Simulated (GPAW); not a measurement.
# A self-consistent single point of Pt (Fm-3m, 1 atom in the cell) with GPAW

Method of the run: PBEsol, GPAW PAW datasets PBEsol (made by gpaw-setup) (plane waves; GPAW 25.7.0).

The input file:

```python
from ase import Atoms
from ase.units import GPa
from gpaw import GPAW, PW

atoms = Atoms(['Pt'],
              cell=[[0.000000, 1.954120, 1.954120],
                    [1.954120, 0.000000, 1.954120],
                    [1.954120, 1.954120, 0.000000]],
              scaled_positions=[[0.000000, 0.000000, 0.000000]],
              pbc=True)

calc = GPAW(mode=PW(600),
            xc='PBEsol',
            kpts={'size': (12, 12, 12), 'gamma': True},
            occupations={'name': 'methfessel-paxton', 'width': 0.1, 'order': 0},
            nbands=-5,
            convergence={'density': 1e-05, 'energy': 1e-05},
            symmetry={'symmorphic': False, 'tolerance': 0.0005},
            maxiter=100)

atoms.calc = calc

energy = atoms.get_potential_energy()
print('Energy (eV):', round(energy, 6))
forces = atoms.get_forces()
print('Forces (eV/Ang):')
print(forces.round(5))
stress = atoms.get_stress()
print('Stress (GPa, Voigt):', (stress / GPa).round(4))
```

Log, with long lists cut:

```
Input parameters:
  convergence: {density: 1e-05,
                energy: 1e-05}
  kpts: {gamma: True,
         size: (12, 12, 12)}
  maxiter: 100
  mode: {ecut: 600.0,
         name: pw}
  nbands: -5
  occupations: {name: methfessel-paxton,
                order: 0,
                width: 0.1}
  symmetry: {symmorphic: False,
             tolerance: 0.0005}
  xc: PBEsol

species:
  Pt:
    name: Platinum
    Z: 78.0
    valence: 16
    core: 62
    charge: 0.0
    file: Pt.PBEsol.gz

    # Using partial waves for Pt as LCAO basis

Reference energy: -500235.591001  # eV

Spin-paired calculation

Convergence criteria:
 Maximum [total energy] change in last 3 cyles: 1e-05 eV / valence electron
 Maximum integral of absolute [dens]ity change: 1e-05 electrons / valence electron
 Maximum integral of absolute [eigenst]ate change: 4e-08 eV^2 / valence electron
 Maximum number of scf [iter]ations: 100

Symmetries present (total): 48
Symmetries with fractional translations: 0
1728 k-points: 12 x 12 x 12 Monkhorst-Pack grid + [1/24,1/24,1/24]
72 k-points in the irreducible part of the Brillouin zone
       k-points in crystal coordinates                weights
   0:    -0.00000000   -0.00000000   -0.00000000          1/1728
   1:     0.08333333    0.08333333   -0.00000000          6/1728
   2:     0.08333333    0.08333333    0.08333333          8/1728
   [... 7 lines left out ...]
          ...
  71:     0.50000000    0.50000000    0.50000000          4/1728

Wave functions: Plane wave expansion
  Cutoff energy: 600.000 eV
  Number of coefficients (min, max): 468, 531
  Pulay-stress correction: 0.000000 eV/Ang^3 (de/decut=0.000000)

Occupation numbers: Methfessel-Paxton:
  width: 0.1000  # eV
  order: 0

Eigensolver

Densities:
  Coarse grid: 16*16*16 grid
  Fine grid: 32*32*32 grid
  Total Charge: 0.000000

Density mixing:
  Method: separate
  Backend: pulay
  Linear mixing parameter: 0.05
  old densities: 5
  Damping of long wavelength oscillations: 50

Hamiltonian:
  XC and Coulomb potentials evaluated on a 32*32*32 grid
  External potential:
    NoExternalPotential

XC parameters: PBEsol with 2 nearest neighbor stencil

Number of atoms: 1
Number of atomic orbitals: 12
Number of bands in calculation: 13
Number of valence electrons: 16
Bands to converge: occupied

Density initialized from atomic densities
  12 bands from LCAO basis set
  1 band from random numbers

Atomic positions and initial magnetic moments

Positions:
   0 Pt     0.000000    0.000000    0.000000    ( 0.0000,  0.0000,  0.0000)

Unit cell:
           periodic     x           y           z      points  spacing
  1. axis:    yes    0.000000    1.954120    1.954120    16     0.1410
  2. axis:    yes    1.954120    0.000000    1.954120    16     0.1410
  3. axis:    yes    1.954120    1.954120    0.000000    16     0.1410

  Lengths:   2.763543   2.763543   2.763543
  Angles:   60.000000  60.000000  60.000000

Effective grid spacing dv^(1/3) = 0.1539

     iter     time        total  log10-change:
                         energy   eigst   dens
iter:   1 --:--:--    -7.762565
iter:   2 --:--:--    -7.688687   -1.53  -1.43
iter:   3 --:--:--    -7.391426   -1.43  -1.46
iter:   4 --:--:--    -7.306916   -2.65  -1.83
iter:   5 --:--:--    -7.306165   -2.72  -2.21
iter:   6 --:--:--    -7.302107   -3.83  -2.42
iter:   7 --:--:--    -7.301198   -4.18  -2.83
iter:   8 --:--:--    -7.301408   -4.38  -2.96
iter:   9 --:--:--    -7.301401   -5.59  -3.76
iter:  10 --:--:--    -7.301401c  -6.74  -4.32
iter:  11 --:--:--    -7.301402c  -7.60c -4.34
iter:  12 --:--:--    -7.301402c  -6.97  -4.63
iter:  13 --:--:--    -7.301402c  -8.14c -4.95
iter:  14 --:--:--    -7.301402c -10.03c -5.64c

Converged after 14 iterations.

Dipole moment: (-0.000000, 0.000000, -0.000000) |e|*Ang

Energy contributions relative to reference atoms: (reference = -500235.591001)

Kinetic:         -6.653389
Potential:       +4.978240
External:        +0.000000
XC:              -5.039777
Entropy (-ST):   -0.010427
Local:           -0.581263
SIC:             +0.000000
--------------------------
Free energy:     -7.306616
Extrapolated:    -7.301402

Showing only first 2 kpts
 Kpt  Band  Eigenvalues  Occupancy
  0     6      8.33690    2.00000
  0     7     10.52927    2.00000
  0     8     10.52927    2.00000
  0     9     27.20508    0.00000

  1     6      8.53121    2.00000
  1     7     10.25580    2.00000
  1     8     10.62875    2.00000
  1     9     27.79230    0.00000

Fermi level: 12.19075

No gap
No difference between direct/indirect transitions
Energy (eV): -7.301402

Forces in eV/Ang:
  0 Pt    0.00000   -0.00000   -0.00000

Stress tensor:
    -0.012671     0.000000     0.000000
     0.000000    -0.012671    -0.000000
     0.000000    -0.000000    -0.012671
Stress (GPa, Voigt): [-2.0302 -2.0302 -2.0302 -0.      0.      0.    ]
```

The run converged in 14 iterations. GPAW prints stress with tension positive.

The starting cell has typed, rounded lattice constants, without a prior relaxation at this level. Its lattice was rescaled by up to half a per cent. Spin-orbit coupling is off. Spin polarisation is off.
